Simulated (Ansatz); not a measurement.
# Electron-phonon data for Ga (Cmce)

Here is the system:

```
CELL_PARAMETERS angstrom
      2.25937    -3.78985     0.00000
      2.25937     3.78985     0.00000
      0.00000     0.00000     4.45638
ATOMIC_POSITIONS crystal
  Ga 0.65588 0.34412 0.41566
  Ga 0.34412 0.65588 0.58434
  Ga 0.84412 0.15588 0.91566
  Ga 0.15588 0.84412 0.08434
```

Calculation: PBEsol, DFPT electron-phonon coupling, linearised Boltzmann equation (plane waves, PAW, scalar-relativistic; Ansatz, a quantum-chemistry and plane-wave program). How the cell was made: relaxed with this functional, without spin-orbit coupling.

- resistivity at 200 K: 5.1 (x), 26 (y), 9.1 (z) μΩ·cm
- resistivity at 77 K: 1.50 (x), 7.2 (y), 2.5 (z) μΩ·cm
- resistivity times mean free path for one path shared by all states (from the Fermi surface's area): 9.7 (x), 43 (y), 18.0 (z) ×10⁻¹⁶ Ω·m²

A metal at this level (no band gap). Only scattering by harmonic phonons is included (no impurities, grain boundaries, electron-electron scattering or thermal expansion). Spin-orbit coupling is left out. The squared frequency of the phonon mode least converged on the k mesh is uncertain by 11 %. Halving the electron mesh (24x24x20) moves the resistivity by up to 9 % at 200 K. Smearing 0.20 eV; phonons on a 4x4x3 q mesh, which this run doesn't test and which matters most at low temperature.
